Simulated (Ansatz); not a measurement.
The starting structures come from a database of crystals and need not be the phases stable at ambient conditions.

 Where the default PAW files enter, the runs use the earlier of Ansatz's two default sets.

## Evanescent states of Sr2MgH6 (P-3m1, not sure to be the ambient phase, 9 atoms a cell, 12.1 Å³ an atom) along the normal of (001)

Computed with r2SCAN (plane waves, PAW; Ansatz, a quantum-chemistry and plane-wave program).

No gap correction and no spin-orbit coupling; mid-gap values are interpolated between computed energies.

Energies count from the valence-band top; κ is the least over a 6×6 mesh across the current.

| E (eV) | κ (1/Å) | where |
|---|---|---|
| 0.08 | 0.070 | off Γ |
| 0.24 | 0.118 | off Γ |
| 0.40 | 0.147 | off Γ |
| 0.56 | 0.169 | off Γ |
| 0.72 | 0.185 | off Γ |
| 0.88 | 0.198 | off Γ |
| 1.04 | 0.208 | off Γ |
| 1.20 | 0.215 | off Γ |
| 1.36 | 0.221 | off Γ |
| 1.52 | 0.225 | off Γ |
| 1.68 | 0.227 | off Γ |
| 1.84 | 0.227 | off Γ |
| 2.00 | 0.226 | off Γ |
| 2.16 | 0.224 | off Γ |
| 2.32 | 0.220 | off Γ |
| 2.48 | 0.215 | off Γ |
| 2.64 | 0.208 | off Γ |
| 2.80 | 0.200 | off Γ |
| 2.96 | 0.189 | off Γ |
| 3.12 | 0.157 | off Γ |
| 3.28 | 0.063 | off Γ |

Q: How thick must the barrier be to attenuate the transmission by 10^6 when the electrodes' Fermi level lies at 1.52 eV, and what attenuation does that film give at 2.16 eV?

A: d = 6 ln 10 / (2 × 0.225) = 30.7 Å. At 2.16 eV it gives 6 × 0.224/0.225 = 6.0 decades.
